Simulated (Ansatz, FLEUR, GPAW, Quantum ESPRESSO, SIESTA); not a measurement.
# Code comparison for AlGaNi6 (P4/mmm, 8 atoms in the cell)

Self-consistent single point.

```yaml
crystal:
  lattice:
    - [3.59961, 0.00000, 0.00000]
    - [0.00000, 3.59961, 0.00000]
    - [0.00000, 0.00000, 7.19639]
  atoms:
    - { symbol: Al, position: [0.00000, 0.00000, 0.00000] }
    - { symbol: Ga, position: [0.00000, 0.00000, 0.50000] }
    - { symbol: Ni, position: [0.50000, 0.50000, 0.00000], spin: 2.0 }
    - { symbol: Ni, position: [0.50000, 0.50000, 0.50000], spin: 2.0 }
    - { symbol: Ni, position: [0.50000, 0.00000, 0.24930], spin: 2.0 }
    - { symbol: Ni, position: [0.50000, 0.00000, 0.75070], spin: 2.0 }
    - { symbol: Ni, position: [0.00000, 0.50000, 0.24930], spin: 2.0 }
    - { symbol: Ni, position: [0.00000, 0.50000, 0.75070], spin: 2.0 }
```
(The spins are starting values, not results.)

All programs got the same cell, k-point mesh and kind of occupations, and the same starting moments (in Ansatz's words: kpoints.mp_grid.grid = 5 5 3; magnetization.spin_polarized = true; scf.occupations.method = gaussian; scf.occupations.width = 0.1 eV); potentials, basis and cutoffs are each program's usual ones.

```tsv
code	model	pressure (GPa)	largest force (eV/Å)	size of the net moment (μB/atom)	k-points	cutoff
FLEUR	LDA (Vosko-Wilk-Nusair), all-electron FLAPW (FLEUR), scalar-relativistic valence	–	–	0.15	12	Kmax 4.6 1/bohr
GPAW	LDA (Perdew-Wang 92), GPAW PAW datasets LDA (gpaw-data 1.0.1)	-16.08	0.010	0.15	12	850 eV
Ansatz	LDA (PW92), PAW files made with PBE	-17.31	0.019	0.15	12	420 eV
SIESTA	LDA PW92, numerical atomic orbitals DZP, PseudoDojo LDA standard norm-conserving potentials (rewritten from UPF to PSML)	-17.02	0.056	0.15	38	grid 300 Ry
Quantum ESPRESSO	LDA (PZ), GBRV 1.5 ultrasoft (LDA) pseudopotentials	-17.20	0.019	0.15	12	50 Ry
```

A dash marks a value that a program does not give, or that is left out as unsure.

The spread over the programs that give each value: pressure within 1.23 GPa; largest force within 0.046 eV/Å; size of the net moment within 0.00 μB/atom.

The starting cell comes from a database of computed structures (which also holds hypothetical and non-ambient phases and stackings), without a prior relaxation at this level. Its lattice was rescaled by a random factor within 2.5 % of one. On Ansatz's run: The moments shrank to a small part of their start, a low-spin state that need not be the lowest. In the base run, with a pressure of about -17 GPa the cell is away from its equilibrium volume at this level. Without a gap this mesh is coarse (it stands for a supercell whose shortest vector is 18 Å).

**Question.** Why do the programs differ, and what cannot be compared?

**Answer.** Differences of this kind can come from the potentials, where these differ, and from what each basis and cutoff leave unconverged. The valence holds different numbers of electrons (FLEUR 112, GPAW 102, Ansatz (an electronic-structure program) 124, SIESTA 124, Quantum ESPRESSO 130). The zero of total energies and Fermi levels follows the potentials and each program's conventions, so they are not compared here. SIESTA uses small atom-centred bases, whose incompleteness enters pressures, forces and empty levels differently from a plane-wave cutoff. FLEUR treats all electrons, but the usual bases taken here (sphere radii, linearisation, local orbitals, empty states) were not tested for convergence, so the values are no reference for the others. Ansatz's pressure is given at a fixed set of plane waves, as the other plane-wave codes print theirs; with its correction for the finite basis it is -17.26 GPa. The same LDA comes in different parametrisations, which differ slightly. Site moments depend on each program's spheres or projections; the total moment of the cell does not. The programs reduce the same mesh by symmetry to different extents, which changes the work and not the result. In the pressure, GPAW (by 1.13) lies more than 1 GPa from the median of the plane-wave programs.

The shared mesh is coarse (it stands for a supercell whose shortest vector is 18 Å), so the values are not converged in it.

Left out of this page: ABINIT and Elk (stopped by limits of time or memory).

Keys are those of Ansatz 0.2.
